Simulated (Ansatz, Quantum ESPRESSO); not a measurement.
**One structure in several programs: MgInCu₄ (F-43m, 6 atoms in the cell)**

Self-consistent single point.

```xyz
6
Lattice="0.0000 3.5124 3.5124 3.5124 0.0000 3.5124 3.5124 3.5124 0.0000" Properties=species:S:1:pos:R:3 pbc="T T T"
Mg     0.0000     0.0000     0.0000
In     1.7562     1.7562     1.7562
Cu     2.6327     4.3921     2.6327
Cu     4.3921     4.3921     4.3921
Cu     4.3921     2.6327     2.6327
Cu     2.6327     2.6327     4.3921
```

Shared settings, as Ansatz (a first-principles code) writes them: kpoints.mp_grid.grid = 4 4 4; scf.occupations.method = gaussian; scf.occupations.width = 0.0073 Ry. Potentials and cutoffs stand in the table.

```
code                                                             model  pressure (GPa)  largest force (eV/Å)   cutoff
----------------  ----------------------------------------------------  --------------  --------------------  -------
Ansatz                                 PBEsol, PAW files made with PBE           -2.48                 0.035  default
Quantum ESPRESSO  PBEsol, GBRV 1.5 ultrasoft (PBESOL) pseudopotentials           -3.05                 0.036    50 Ry
```

On Ansatz's run: spin polarisation is off.

The spread over the programs that give each value: pressure within 0.57 GPa; largest force within 0.001 eV/Å.

Ansatz's pressure is given at a fixed set of plane waves, as the other plane-wave codes print theirs; with its correction for the finite basis it is -2.41 GPa.

On the base mesh (9 9 9) the same programs gave: Ansatz pressure -3.26 GPa; Quantum ESPRESSO pressure -3.84 GPa.

The values differ from the base mesh's, so the mesh still matters here: the table compares the programs at equal settings.

The starting cell comes from a database of computed structures (which also holds hypothetical and non-ambient phases and stackings), without a prior relaxation at this level. Its lattice was rescaled by a random factor within 2.5 % of one.

Keys are those of Ansatz 0.2.
